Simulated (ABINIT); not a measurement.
**A self-consistent single point of NbAs (I4_1md, 4 atoms in the cell) with ABINIT**

Method: PBE, PAW (JTH v2.0 PBE PAW) (plane waves; ABINIT).

This input was run:

```
# NbAs, JTH v2.0 PBE PAW
pp_dirpath "./"
pseudos "Nb.GGA_PBE-JTH.xml, As.GGA_PBE-JTH.xml"
acell 6.3021488258 6.3021488258 6.3021488258 Angstrom
rprim
        -0.2710954703    0.2710954703    0.9235878366
         0.2710954703   -0.2710954703    0.9235878366
         0.2710954703    0.2710954703   -0.9235878366
natom 4
ntypat 2
znucl 41 33
typat 1 1 2 2
xcart
        -0.0000000000   -0.0000000000   16.4928161888
         3.2285668483   -0.0000000000   10.9931575866
        -0.0000000000   -0.0000000000    3.6799315639
        -0.0000000000    3.2285668483    9.1795901660
ecut 544 eV
pawecutdg 1088 eV
occopt 7
tsmear 0.1 eV
nband 36
kptopt 1
ngkpt 8 8 8
nshiftk 1
shiftk 0 0 0
nstep 50
tolvrs 1.0e-12
prtwf 0
prtden 0
enunit 2
```

The program printed (abridged):

```
 Symmetries : space group I4_1 m d (#109); Bravais tI (body-center tetrag.)

 -outvars: echo values of preprocessed input variables --------
            acell      1.1909335329E+01  1.1909335329E+01  1.1909335329E+01 Bohr
             ecut      1.99916330E+01 Hartree
           enunit           2
              ixc     -101130
         kptrlatt        8    0    0      0    8    0      0    0    8
          kptrlen      5.16570698E+01
            natom           4
            nband          36
            ngfft          48      48      48
          ngfftdg          72      72      72
             nkpt          59
            nstep          50
             nsym           8
           ntypat           2
           occopt           7
        pawecutdg      3.99832660E+01 Hartree
            rprim     -2.7109547030E-01  2.7109547030E-01  9.2358783660E-01
                       2.7109547030E-01 -2.7109547030E-01  9.2358783660E-01
                       2.7109547030E-01  2.7109547030E-01 -9.2358783660E-01
          spgroup         109
           tolvrs      1.00000000E-12
           tsmear      3.67493254E-03 Hartree
            typat      1  1  2  2
           useylm           1
             xred      7.4971999782E-01  7.4971999675E-01 -1.0683792948E-09
                       4.9971999782E-01  9.9971999675E-01  4.9999999893E-01
                       1.6727999927E-01  1.6727999820E-01 -1.0683792948E-09
                       9.1727999927E-01  4.1727999820E-01  4.9999999893E-01
            znucl       41.00000   33.00000

== DATASET  1 ==================================================================

 Real(R)+Recip(G) space primitive vectors, cartesian coordinates (Bohr,Bohr^-1):
 R(1)= -3.2285669  3.2285669 10.9993173  G(1)=  0.0000000  0.1548675  0.0454574
 R(2)=  3.2285669 -3.2285669 10.9993173  G(2)=  0.1548675  0.0000000  0.0454574
 R(3)=  3.2285669  3.2285669-10.9993173  G(3)=  0.1548675  0.1548675  0.0000000
 Unit cell volume ucvol=  4.5861187E+02 bohr^3
 Angles (23,13,12)=  1.48541072E+02  1.48541072E+02  4.50872658E+01 degrees

 Coarse grid specifications (used for wave-functions):

 getcut: wavevector=  0.0000  0.0000  0.0000  ngfft=  48  48  48
         ecut(hartree)=     19.992   => boxcut(ratio)=   2.00543

 Fine grid specifications (used for densities):

 getcut: wavevector=  0.0000  0.0000  0.0000  ngfft=  72  72  72
         ecut(hartree)=     39.983   => boxcut(ratio)=   2.12449

   4.37859806E+03                                ecore*ucvol(ha*bohr**3)

_setup2: Arith. and geom. avg. npw (full set) are    1957.447    1957.421

--- !BeginCycle
solver: {iscf: 17, nstep: 50, nline: 4, wfoptalg: 10, }
tolerances: {tolvrs: 1.00E-12, }
...

     iter   Etot(hartree)      deltaE(h)  residm     nres2
 ETOT  1  -339.22944351065    -3.392E+02 2.349E+01 5.622E+01
 ETOT  2  -342.91027808128    -3.681E+00 6.549E-02 1.962E+01
 ETOT  3  -342.90114629559     9.132E-03 2.745E-02 6.586E+00
 ETOT  4  -342.89983033365     1.316E-03 7.723E-03 6.649E-01
 ETOT  5  -342.89949203985     3.383E-04 3.837E-03 2.341E-02
 ETOT  6  -342.89950077670    -8.737E-06 2.264E-03 2.732E-03
   [... 4 lines left out ...]
 ETOT 11  -342.89950019987     6.725E-11 3.676E-04 1.484E-08
 ETOT 12  -342.89950019988    -9.322E-12 3.115E-04 5.964E-10
 ETOT 13  -342.89950019988     1.592E-12 1.531E-04 2.674E-11
 ETOT 14  -342.89950019989    -5.912E-12 1.762E-04 1.546E-12
 ETOT 15  -342.89950019989    -7.390E-13 8.923E-05 2.495E-13

 At SCF step   15       nres2   =  2.49E-13 < tolvrs=  1.00E-12 =>converged.

 Cartesian components of stress tensor (hartree/bohr^3)
  sigma(1 1)= -2.74627625E-04  sigma(3 2)=  0.00000000E+00
  sigma(2 2)= -2.74627625E-04  sigma(3 1)=  0.00000000E+00
  sigma(3 3)= -2.16919317E-04  sigma(2 1)=  0.00000000E+00

 ----iterations are completed or convergence reached----

 reduced coordinates (array xred) for    4 atoms
       0.749719997818      0.749719996749     -0.000000001068
       0.499719997818      0.999719996749      0.499999998932
       0.167279999270      0.167279998201     -0.000000001068
       0.917279999270      0.417279998201      0.499999998932
 cartesian forces (eV/Angstrom) at end:
    1      0.00000000000000     0.00000000000000    -0.05814670885304
    2     -0.00000000000000     0.00000000000000    -0.05814670885304
    3      0.00000000000000     0.00000000000000     0.05814670885304
    4     -0.00000000000000    -0.00000000000000     0.05814670885304
 frms,max,avg= 3.3571018E-02 5.8146709E-02   0.000E+00  0.000E+00 -1.585E-05 e/A
 length scales= 11.909335329449 11.909335329449 11.909335329449 bohr
              =  6.302148825800  6.302148825800  6.302148825800 angstroms
 Fermi (or HOMO) energy (hartree) =   0.44067   Average Vxc (hartree)=  -0.43437
 Eigenvalues (hartree) for nkpt=  59  k points:
 kpt#   1, nband= 36, wtk=  0.00195, kpt=  0.0000  0.0000  0.0000 (reduced coord)
  -1.58381   -1.58269   -0.86441   -0.86441   -0.86392   -0.86372   -0.86366   -0.86360
  -0.86345   -0.86343   -0.86343   -0.86336   -0.71075   -0.70568   -0.70568   -0.70018
  -0.70018   -0.69836   -0.05054    0.03440    0.20901    0.33320    0.35863    0.35863
   0.36207    0.37488    0.38950    0.38950    0.46834    0.48929    0.53225    0.55479
   0.55479    0.58119    0.58877    0.58877
      occupation numbers for kpt#   1
   2.00000    2.00000    2.00000    2.00000    2.00000    2.00000    2.00000    2.00000
   2.00000    2.00000    2.00000    2.00000    2.00000    2.00000    2.00000    2.00000
   2.00000    2.00000    2.00000    2.00000    2.00000    2.00000    2.00000    2.00000
   2.00000    2.00000    2.00000    2.00000    0.00000    0.00000    0.00000    0.00000
   0.00000    0.00000    0.00000    0.00000
 prteigrs : prtvol=0 or 1, do not print more k-points.

 Fermi (or HOMO) energy (eV) =  11.99121   Average Vxc (eV)= -11.81985
 Eigenvalues (   eV  ) for nkpt=  59  k points:
 kpt#   1, nband= 36, wtk=  0.00195, kpt=  0.0000  0.0000  0.0000 (reduced coord)
 -43.09773  -43.06707  -23.52183  -23.52183  -23.50856  -23.50315  -23.50125  -23.49969
 -23.49580  -23.49509  -23.49509  -23.49314  -19.34039  -19.20263  -19.20263  -19.05290
 -19.05290  -19.00328   -1.37522    0.93613    5.68756    9.06684    9.75878    9.75878
   9.85244   10.20087   10.59875   10.59875   12.74430   13.31424   14.48320   15.09665
  15.09665   15.81511   16.02137   16.02137
 prteigrs : prtvol=0 or 1, do not print more k-points.

--- !EnergyTerms
comment             : Components of total free energy in Hartree
kinetic             :  3.43442530665691E+01
hartree             :  7.70786419721941E+01
xc                  : -1.76163645514190E+01
Ewald energy        : -2.29633794408547E+02
psp_core            :  9.54750271490296E+00
local_psp           : -2.42125084271119E+02
spherical_terms     :  2.55055426110881E+01
internal            : -3.42899302866331E+02
'-kT*entropy'       : -1.97285587989404E-04
total_energy        : -3.42899500151919E+02
total_energy_eV     : -9.33076992403600E+03
...

-Cartesian components of stress tensor (GPa)         [Pressure=  7.5139E+00 GPa]
- sigma(1 1)= -8.07982231E+00  sigma(3 2)=  0.00000000E+00
- sigma(2 2)= -8.07982231E+00  sigma(3 1)=  0.00000000E+00
- sigma(3 3)= -6.38198557E+00  sigma(2 1)=  0.00000000E+00

 Calculation completed.
```

The run converged in 15 iterations.

The starting cell comes from a database of computed structures (which also holds hypothetical and non-ambient phases and stackings), without a prior relaxation at this level. Its lattice was rescaled by a random factor within 2.5 % of one. Spin polarisation is off. With a pressure of about 8 GPa the cell is away from its equilibrium volume at this level.

These are the values that this program gave, and no reference: the one-centre exchange-correlation terms come from a truncated expansion.

Cost on one core of a shared machine: roughly 8 min.
